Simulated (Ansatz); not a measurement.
**CaSe: band gap against strain**

CaSe (rock salt, Fm-3m, 25.263 Å³/atom at rest) under an equal strain ε in the (111) plane with the normal axis free, as in a coherent film. PBEsol in Ansatz, a plane-wave DFT program (PAW, default set), 420 eV, 10×10×10 Γ-centred mesh, Fermi-Dirac smearing 0.05 eV; ions are relaxed within the symmetry of each cell. Gaps are the smallest over the k-mesh and a band path, without spin-orbit coupling; in all rows the valence edge lies at Γ and the conduction edge at about 1.1 Å⁻¹ from Γ.

Here s stands for strain and Eg for gap.

| strain (%) | gap (eV) |
|---|---|
| 0.00 | 1.88 |
| 0.42 | 1.86 |
| 0.83 | 1.85 |
| 1.25 | 1.83 |
| 2.50 | ? |

The 4 complete rows are fitted with a straight line, Eg against s. Means: s 0.62500, Eg 1.855. About the means, the sum of products is -0.033300 and the sum of squares of s is 0.86530; the slope is their ratio. Least squares gives Eg = 1.879 - 0.0385·s. Residuals (row less fit): 0.001, -0.003, 0.003, -0.001; standard error 0.003 (degrees of freedom: 2). Over these rows the gap moves by -3.9 ± 0.3 eV per unit strain.

**Question.** Predict the withheld Eg at s = 2.50 from the fit, and compare with the calculation.

**Answer.** Eg = 1.879 - 0.0385 × 2.50 = 1.783 eV. The calculation gives 1.79 eV, 0.007 eV above the prediction (7.8 % of the range of Eg in the table). The row lies outside the fitted rows, so this is an extrapolation. The fitted rows scatter only by rounding.

Spin-orbit coupling is left out, which can shift this property for CaSe. Rows are the converged runs of the series near zero and its far end; series whose fitted rows scatter by over a few per cent of the range, as at a crossing or softening among them, aren't shown in this form. Most that stay on the fit to the last digits aren't either.
